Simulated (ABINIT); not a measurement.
Input and output of a self-consistent single point for Li3In (I4/mmm, 4 atoms in the cell) (ABINIT).

Computed with LDA (PW92), PAW (JTH v2.0 LDA PAW) (plane waves; ABINIT).

```yaml
crystal:
  lattice:
    - [-2.08073, 2.08073, 4.22808]
    - [2.08073, -2.08073, 4.22808]
    - [2.08073, 2.08073, -4.22808]
  atoms:
    - { symbol: Li, position: [0.75000, 0.25000, 0.50000] }
    - { symbol: Li, position: [0.25000, 0.75000, 0.50000] }
    - { symbol: Li, position: [0.50000, 0.50000, 0.00000] }
    - { symbol: In, position: [0.00000, 0.00000, 0.00000] }
```

Reference input (self-consistent single point, DFT, LDA (PW92), plane waves, PAW (JTH v2.0 LDA PAW)): pseudos = [Li.LDA_PW-JTH.xml, In.LDA_PW-JTH.xml]; ecut = 20 Ha; pawecutdg = 40 Ha; occopt = 7; tsmear = 0.00734986 Ha; ngkpt = 11 11 11; nshiftk = 1; shiftk = 0 0 0; potentials = JTH v2.0 LDA PAW; nband = 16; kptopt = 1; nstep = 60. This run's input differs from it in these lines:

```diff
@@ -24,3 +24,3 @@
 kptopt 1
-ngkpt 11 11 11
+ngkpt 5 5 5
 nshiftk 1
```

The program printed (abridged):

```
--- !BeginCycle
solver: {iscf: 17, nstep: 60, nline: 4, wfoptalg: 10, }
tolerances: {tolvrs: 1.00E-11, }
...

     iter   Etot(hartree)      deltaE(h)  residm     nres2
 ETOT  1  -80.269352964770    -8.027E+01 6.101E-01 5.083E+00
 ETOT  2  -80.446664991699    -1.773E-01 4.008E-02 1.472E+00
 ETOT  3  -80.446043002665     6.220E-04 1.847E-02 2.749E-01
 ETOT  4  -80.445921079339     1.219E-04 4.757E-03 4.947E-03
 ETOT  5  -80.445920931544     1.478E-07 4.133E-03 1.109E-04
   [... 2 lines left out ...]
 ETOT  8  -80.445920770012     1.286E-10 5.573E-04 3.373E-08
 ETOT  9  -80.445920769964     4.759E-11 1.496E-03 6.280E-10
 ETOT 10  -80.445920769963     6.679E-13 4.724E-04 4.534E-11
 ETOT 11  -80.445920769963     4.974E-13 1.205E-03 1.212E-12
 At SCF step   11       nres2   =  1.21E-12 < tolvrs=  1.00E-11 =>converged.

 Cartesian components of stress tensor (hartree/bohr^3)
  sigma(1 1)=  8.78093724E-05  sigma(3 2)=  0.00000000E+00
  sigma(2 2)=  8.78093724E-05  sigma(3 1)=  0.00000000E+00
  sigma(3 3)=  1.03980845E-04  sigma(2 1)=  0.00000000E+00

 ----iterations are completed or convergence reached----

 reduced coordinates (array xred) for    4 atoms
       0.750000000000      0.250000000000      0.500000000000
       0.250000000000      0.750000000000      0.500000000000
       0.500000000000      0.500000000000      0.000000000000
       0.000000000000      0.000000000000      0.000000000000
 cartesian forces (eV/Angstrom) at end:
    1     -0.00000000000000    -0.00000000000000    -0.00000000000000
   [... lines left out ...]
 Fermi (or HOMO) energy (eV) =   1.92897   Average Vxc (eV)=  -8.61511
   [... lines left out ...]
'-kT*entropy'       : -8.34926302451099E-04
total_energy        : -8.04459199792537E+01
total_energy_eV     : -2.18904480852632E+03
...

-Cartesian components of stress tensor (GPa)         [Pressure= -2.7420E+00 GPa]
- sigma(1 1)=  2.58344049E+00  sigma(3 2)=  0.00000000E+00
- sigma(2 2)=  2.58344049E+00  sigma(3 1)=  0.00000000E+00
- sigma(3 3)=  3.05922157E+00  sigma(2 1)=  0.00000000E+00

 Calculation completed.
```

The run converged in 11 iterations. 

The starting cell comes from a database of computed structures (which also holds hypothetical and non-ambient phases and stackings), without a prior relaxation at this level.

These are the values that this program gave, and no reference: the one-centre exchange-correlation terms come from a truncated expansion.
